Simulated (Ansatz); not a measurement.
The parent structure is Ru in the hcp (Mg type) structure (space group P6_3/mmc, No. 194; a = 2.705 Å, c = 4.260 Å).

Level of theory: r2SCAN in Ansatz (plane waves to 500 eV, PAW, without spin-orbit coupling).

Before the change:

```
Property               Value
-------------------  -------
Lattice parameter a  2.705 Å
```

Now apply this change: Os takes the place of Ru on all its sites, then cell and atoms are relaxed.

Tabulated Pauling electronegativity and covalent radius: Ru 2.20, 1.46 Å; Os 2.20, 1.44 Å.

Problem. Predict the new lattice parameter a.

Solution. The lattice parameter a grows by 0.0338 Å, from 2.705 Å to 2.738 Å.

Stability against distortions was not tested. All final runs are without spin polarisation.

Ansatz is an electronic-structure program.
